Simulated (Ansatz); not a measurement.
The parent structure is Al in the fcc (Cu type) structure (space group Fm-3m, No. 225; a = 4.0412 Å; relaxed with 0.1 eV smearing).

All numbers come from PBE, PAW, 420 eV (Ansatz, a quantum-chemistry and plane-wave program; scalar-relativistic without spin-orbit coupling).

For the base:

- Pressure: 0.0 GPa

The change: an isotropic linear strain of +3.00 %, atoms relaxed at fixed cell.

### Question
How does this affect the pressure and energy relative to the base?

### Answer
The pressure goes from zero to -5.6 GPa; the energy rises by 29 meV/atom.

Stability against distortions was not tested.
